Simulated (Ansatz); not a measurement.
System: AsN (model structure, started from the wurtzite type, P6₃mc, No. 186, 4 atoms in the cell). Method: G0W0@PBEsol+SOC in Ansatz (plane waves, hard PAW, contour deformation, complete-basis limit, spin–orbit shift from PBEsol).

Numerical settings: largest k mesh 6×6×4 (not extrapolated in the mesh).

Cell (relaxed with PBEsol):

Space group P6₃mc (No. 186); a = 3.8160 Å, b = 3.8160 Å, c = 4.7149 Å, α = 90.00°, β = 90.00°, γ = 120.00°

```tsv
atom	site	symmetry	x	y	z
As	2b	3m.	0.6667	0.3333	0.0120
N	2b	3m.	0.3333	0.6667	0.1132
```

### Question
Estimate the band gap that the calculation returns.

### Answer

- band gap: 0.67 eV

Note: the correction to the complete basis was taken at k points off the band edges; spin–orbit coupling enters as the shift of the gap found with a semilocal functional; the relaxation could raise the start's symmetry but not lower it, so the cell can be a saddle point.

The computed numbers hold no vibrational or temperature effects.

It cost very roughly 100 core-minutes of CPU time.

A model structure was made by putting elements into a prototype or built by hand; it is no filed structure, need not be a known phase, and can be a saddle point held by its symmetry.

Ansatz is a quantum-chemistry and plane-wave program.
